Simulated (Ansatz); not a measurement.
Defect migration in bcc Mo: Al-vacancy pair (Al on one host Mo site, one Mo site vacant), neutral cell. Level of theory: PBE, PAW (plane waves to 420 eV; Ansatz, a first-principles code).

Cell of 36 host sites held at the relaxed PBE lattice; a 2×2×3 k-point mesh shifted by half a step; Fermi-Dirac width 0.10 eV, spin-restricted; finite-size errors left in. No zero-point or tunnelling terms. Forms of the defect that were not tried may lie lower.

Barriers: single points on a 3×3×5 k-point mesh shifted by half a step at the bands' geometries.

The step: direct exchange of Al with the vacancy (Al-vacancy distance between ideal sites 2.74 Å throughout). Atoms about the jump, Cartesian Å from the middle of the jump, before and after:

```json
[
 {"atom": "Al1", "x0": "-0.71", "y0": "-0.71", "z0": "-0.71", "x1": "0.71", "y1": "0.71", "z1": "0.71"},
 {"atom": "Mo2", "x0": "-0.78", "y0": "2.33", "z0": "-0.78", "x1": "-0.82", "y1": "2.39", "z1": "-0.81"},
 {"atom": "Mo3", "x0": "0.82", "y0": "-2.39", "z0": "0.81", "x1": "0.78", "y1": "-2.33", "z1": "0.78"},
 {"atom": "Mo4", "x0": "2.33", "y0": "-0.78", "z0": "-0.78", "x1": "2.39", "y1": "-0.82", "z1": "-0.81"},
 {"atom": "Mo5", "x0": "-2.39", "y0": "0.82", "z0": "0.81", "x1": "-2.33", "y1": "0.78", "z1": "0.78"},
 {"atom": "Mo6", "x0": "-0.78", "y0": "-0.78", "z0": "2.36", "x1": "-0.81", "y1": "-0.81", "z1": "2.43"},
 {"atom": "Mo7", "x0": "0.81", "y0": "0.81", "z0": "-2.43", "x1": "0.78", "y1": "0.78", "z1": "-2.36"},
 {"atom": "Mo8", "x0": "2.36", "y0": "-0.77", "z0": "2.34", "x1": "2.36", "y1": "-0.80", "z1": "2.37"},
 {"atom": "Mo9", "x0": "0.80", "y0": "-2.36", "z0": "-2.37", "x1": "0.77", "y1": "-2.36", "z1": "-2.34"},
 {"atom": "Mo10", "x0": "-0.77", "y0": "2.36", "z0": "2.34", "x1": "-0.80", "y1": "2.37", "z1": "2.37"},
 {"atom": "Mo11", "x0": "-2.37", "y0": "0.80", "z0": "-2.37", "x1": "-2.36", "y1": "0.77", "z1": "-2.34"},
 {"atom": "Mo12", "x0": "2.37", "y0": "2.37", "z0": "-0.78", "x1": "2.37", "y1": "2.37", "z1": "-0.79"},
 {"atom": "Mo13", "x0": "-2.37", "y0": "-2.37", "z0": "0.79", "x1": "-2.37", "y1": "-2.37", "z1": "0.78"}
]
```

Where do these atoms stand at the saddle point, and how high is it?


```tsv
atom	x	y	z
Al1	0.00	0.00	-0.01
Mo2	-0.83	2.41	-0.84
Mo3	0.82	-2.41	0.82
Mo4	2.41	-0.82	-0.84
Mo5	-2.41	0.82	0.82
Mo6	-0.82	-0.81	2.42
Mo7	0.81	0.81	-2.45
Mo8	2.35	-0.78	2.32
Mo9	0.78	-2.35	-2.34
Mo10	-0.78	2.35	2.32
Mo11	-2.35	0.78	-2.34
Mo12	2.35	2.35	-0.79
Mo13	-2.35	-2.35	0.77
```
It lies 0.59 eV above the start and 0.59 eV above the end. The saddle point's order was not checked, and it lies on a symmetry element of the cell, where a band can be held.
